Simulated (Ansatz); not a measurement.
**K₂NiO₂ (I4/mmm, No. 139, 5 atoms in the cell; start mp-19252)**

The numbers are results of PBEsol (Ansatz, a first-principles code, plane waves, PAW), not measurements.

Numerical settings: plane-wave cutoff 500 eV, 14×14×14 k mesh, Fermi–Dirac smearing 0.05 eV, spin-polarised start, scalar-relativistic PAW data made under PBE.

Cell (relaxed at this level):

```cif
data_K4Ni2O4
_chemical_formula_sum 'K4 Ni2 O4'
_space_group_name_H-M_alt 'I4/mmm'
_space_group_IT_number 139
_space_group_name_Hall '-I 4 2'
_cell_length_a 3.91549
_cell_length_b 3.91549
_cell_length_c 12.62405
_cell_angle_alpha 90.000
_cell_angle_beta 90.000
_cell_angle_gamma 90.000
loop_
_atom_site_label
_atom_site_type_symbol
_atom_site_symmetry_multiplicity
_atom_site_Wyckoff_symbol
_atom_site_fract_x
_atom_site_fract_y
_atom_site_fract_z
_atom_site_occupancy
K1 K 4 e 0.00000 0.00000 0.34754 1
Ni1 Ni 2 a 0.00000 0.00000 0.00000 1
O1 O 4 e 0.00000 0.00000 0.13330 1
```
(The calculation used a cell of 5 atoms; values per cell refer to that cell.)

```yaml
band_gap: 0.70 eV (on the SCF k mesh)
```

Note: the magnetic order was assumed, not searched for or taken from measurement; a magnet's gap depends somewhat on the PAW data; the relaxation could not lower the start's symmetry, so the cell can be a saddle point above a distorted one.

Static lattice: no zero-point or thermal effects.

Computing time: roughly 10 core-minutes.

A start named mp-… is a Materials Project structure, which need not be a measured phase.
